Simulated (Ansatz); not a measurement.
LaN (P4/nmm, No. 129, 4 atoms in the cell; start mp-1018049; a measured phase of this formula has another space group) was calculated with LDA (Ansatz, a first-principles code, PAW).

Numerical settings: plane-wave cutoff 520 eV, 8×8×10 k mesh (along the axes of the cell as run), Fermi–Dirac smearing 0.01 eV, scalar-relativistic PAW data made under PBE.

Cell (relaxed at this level):

```
CELL_PARAMETERS angstrom
      4.35158     0.00000     0.00000
      0.00000     4.35158     0.00000
      0.00000     0.00000     3.54645
ATOMIC_POSITIONS crystal
  La 0.50000 0.00000 0.28522
  La 0.00000 0.50000 0.71478
  N  0.50000 0.50000 0.00000
  N  0.00000 0.00000 0.00000
```

Q: Estimate the band gap and bulk modulus B0 that the calculation returns.

A: 
- band gap: 1.24 eV (on the SCF k mesh)
- bulk modulus B0: 66.5 GPa

Note: the relaxation could not lower the start's symmetry, so the cell can be a saddle point above a distorted one; the bulk modulus is −V dP/dV from two relaxed cells at ±2 % in volume.

Spin–orbit coupling is not included.

Static lattice: no zero-point or thermal effects.

Computing time: about 2.2 core-minutes (a rough figure).

A start named mp-… is a Materials Project structure, which need not be a measured phase.
